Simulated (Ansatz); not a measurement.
Amorphous Si₂₂O₃₉F₁₀, 71 atoms at 1.90 g/cm³, one PBE-relaxed geometry, zone centre. Methods: PBE, scalar-relativistic without spin-orbit coupling (Ansatz, a first-principles code); r2SCAN, scalar-relativistic without spin-orbit coupling (Ansatz); HSE06, scalar-relativistic without spin-orbit coupling (Ansatz). Plane waves to 420 eV (r2SCAN 500 eV); exact exchange is cut at the cell's faces. At PBE the levels at the filled edge of the gap are localised (band-tail or defect states). All rungs ran without spin polarisation.

Preparation: random packing, a CHGNet melt and quench, and a DFT relaxation. O and F atoms were pushed apart under 1.9 Å during the dynamics, to hinder bonds among them. The hot cell started wider than the set density and was brought back towards it in steps. It is the lowest in DFT energy of 2 quenches. It is a model cell: composition and starting density were chosen by hand, and all elements were melted together. No dispersion term was used. Its density started from a set value of 2.15 and ended at 1.90 g/cm³. The simulated quench (nominally 360 K/ps over its main leg) is rapid and tends to freeze in more defects than a deposited or slowly cooled glass has. A cell of this size samples the disorder only roughly. Volume and shape were free in the relaxation.

The relaxation ran on the zone centre alone. At PBE the level gap is 5.55 eV on a 2×2×2 Γ-centred mesh, and the spacing at the zone centre alone 5.55 eV.

Problem. What zone-centre spacing does r2SCAN give, roughly?

Solution. 6.29 eV (+0.74 eV against PBE).

Problem. What zone-centre spacing does HSE06 give, roughly?

Solution. 7.35 eV (+1.80 eV against PBE).

The highest filled and the lowest empty state spread over these numbers of atoms (participation numbers): PBE: 4.9 and 66.2; r2SCAN: 4.7 and 65.2; HSE06: 4.8 and 64.7.
